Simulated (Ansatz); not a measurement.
The starting structures come from a database of crystals and need not be the phases stable at ambient conditions.

Tunnelling through a barrier is set by its complex band structure: the current falls as exp(−2κd) with the smallest κ.

Consider the following.

```yaml
crystal:
  lattice:
    - [4.22393, 0.00000, 0.00000]
    - [0.00000, 7.38159, 0.00000]
    - [0.00000, 0.00000, 4.22393]
  atoms:
    - { symbol: Sr, position: [0.50000, 0.18490, 0.00000] }
    - { symbol: Sr, position: [0.00000, 0.81510, 0.50000] }
    - { symbol: Br, position: [0.00000, 0.35105, 0.50000] }
    - { symbol: Br, position: [0.50000, 0.64895, 0.00000] }
    - { symbol: F, position: [0.50000, 0.00000, 0.50000] }
    - { symbol: F, position: [0.00000, 0.00000, 0.00000] }
```

Space group of this cell: P4/nmm. The cell is taken as given.

Transport runs along the normal of the first two printed cell vectors, the (100) plane of the conventional cell.

No gap correction and no spin-orbit coupling; mid-gap values are interpolated between computed energies.

### Question
Predict the band gap and the smallest decay constant κ at mid-gap from r2SCAN (Ansatz, a program for electronic structure).

### Answer
Gap 5.83 eV on a 8×4×8 mesh; κ = 0.366 1/Å, at the zone centre.
